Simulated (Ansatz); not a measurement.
A self-consistent single point of Ba₂H₃I (P3m1, 6 atoms in the cell) with Ansatz (an electronic-structure program).

Computed with LDA (PW92), default PAW files made with PBE (plane waves; Ansatz).

The change in words: lattice scaled by 0.98; kpoints.mp_grid.grid: 6 6 3 → 7 7 3. Reference geometry:
```
CELL_PARAMETERS angstrom
      4.51372     0.00000     0.00000
     -2.25686     3.90899     0.00000
      0.00000     0.00000     8.07895
ATOMIC_POSITIONS crystal
  Ba 0.66667 0.33333 0.69091
  Ba 0.33333 0.66667 0.31528
  H  0.66667 0.33333 0.35610
  H  0.33333 0.66667 0.64390
  H  0.00000 0.00000 0.50000
  I  0.00000 0.00000 0.00000
```

Reference input (self-consistent single point, DFT, LDA (PW92), plane waves, default PAW files made with PBE): basis.ecutwfc = 420 eV; kpoints.mp_grid.grid = 6 6 3; hamiltonian.xc = lda; hamiltonian.pseudopotentials = {kind: paw} (the program's default PAW files); scf.occupations.method = fixed. This run's input differs from it in these lines:

Ansatz 0.2 input:
```diff
@@ -2,5 +2,5 @@
   lattice:
-    - [4.513718, 0.000000, 0.000000]
-    - [-2.256859, 3.908995, 0.000000]
-    - [0.000000, 0.000000, 8.078952]
+    - [4.423444, 0.000000, 0.000000]
+    - [-2.211722, 3.830815, 0.000000]
+    - [0.000000, 0.000000, 7.917373]
   atoms:
@@ -16,3 +16,3 @@
   mp_grid:
-    grid: [6, 6, 3]
+    grid: [7, 7, 3]
 hamiltonian:
```

Log, with long lists cut:

```
SCF iter   1: F=—  HF=-18967.567239 eV  |F-HF|=—  |Δ(HF+E_count)|=         —  Δρ=8.42e-3  dr2=8.07e-2  ethr=1.77e-3  ⟨swp⟩=5.5  Hψ=2252  notcnv=0  defer=74
all-band conjugate gradients solve this SCF's bands
preconditioner: auto → Resta (q_TF=auto, 2.230 Å⁻¹)
SCF iter   2: F=—  HF=-18967.543858 eV  |F-HF|=—  |Δ(HF+E_count)|=   2.34e-2  Δρ=3.43e-3  dr2=1.35e-2  ethr=2.02e-4  ⟨swp⟩=2.0  Hψ=789  notcnv=0  defer=78
SCF iter   3: F=—  HF=-18967.540033 eV  |F-HF|=—  |Δ(HF+E_count)|=   3.83e-3  Δρ=4.74e-4  dr2=2.09e-4  ethr=3.39e-5  ⟨swp⟩=3.3  Hψ=768  notcnv=0  defer=80
SCF iter   4: F=—  HF=-18967.540034 eV  |F-HF|=—  |Δ(HF+E_count)|=   1.08e-6  Δρ=1.28e-4  dr2=2.16e-5  ethr=5.21e-7  ⟨swp⟩=2.0  Hψ=876  notcnv=0  defer=80
SCF iter   5: F=—  HF=-18967.540033 eV  |F-HF|=—  |Δ(HF+E_count)|=   1.45e-6  Δρ=2.29e-5  dr2=1.01e-6  ethr=5.40e-8  ⟨swp⟩=2.1  Hψ=824  notcnv=0  defer=75
SCF iter   6: F=-18967.540033 eV  HF=-18967.540033 eV  |F-HF|=4.72e-9  |Δ(HF+E_count)|=   1.62e-8  Δρ=4.82e-6  dr2=2.98e-8  ethr=2.50e-10  ⟨swp⟩=15.6  Hψ=4226  notcnv=0
SCF 1 converged in 6 iterations: F = -18967.540033 eV  dr2 = 2.98e-8
Free energy (F): -18967.540033 eV
Internal energy: -18967.540033 eV  (E = F + TS)
E sigma→0 (E₀):  -18967.540033 eV
Fermi energy:    7.143806 eV
--- Forces (eV/Å), atoms counted from 1 ---
  atom   1  Ba    -0.00000000     0.00000000    -0.21276958
  atom   2  Ba     0.00000000    -0.00000000     0.04673559
  atom   3  H      0.00000000    -0.00000000     0.05737330
  atom   4  H     -0.00000000     0.00000000     0.02665989
  atom   5  H      0.00000000    -0.00000000     0.02906111
  atom   6  I      0.00000000     0.00000000     0.05300463
--- Stress (GPa, compression-positive) ---
       -1.041701      -0.000000      -0.000000
       -0.000000      -1.041701       0.000000
       -0.000000       0.000000      -1.364772
  P = ⅓ Tr σ = -1.1494 GPa (-11.494 kbar)
  The stress holds the Pulay correction. Without it, at fixed plane waves, as pw.x and ABINIT print it: P = -1.1947 GPa
```

The run converged in 6 iterations. Against the reference run the free energy drops by 17.8 meV/atom, the pressure goes from -2.83 to -1.15 GPa, the largest force goes from 0.253 to 0.213 eV/Å and the gap on the mesh goes from 2.021 to 1.968 eV.

The starting cell comes from a database of computed structures (which also holds hypothetical and non-ambient phases and stackings), without a prior relaxation at this level. Its lattice was rescaled by up to half a per cent. One atom was moved a little off its site on purpose. For this run, on top of that: lattice scaled by 0.98. Spin-orbit coupling is off. Ansatz's pressure includes its estimate of the finite-basis (Pulay) stress. Another mesh or the band path of this cell gives a smaller gap, so this value is not converged in the mesh.
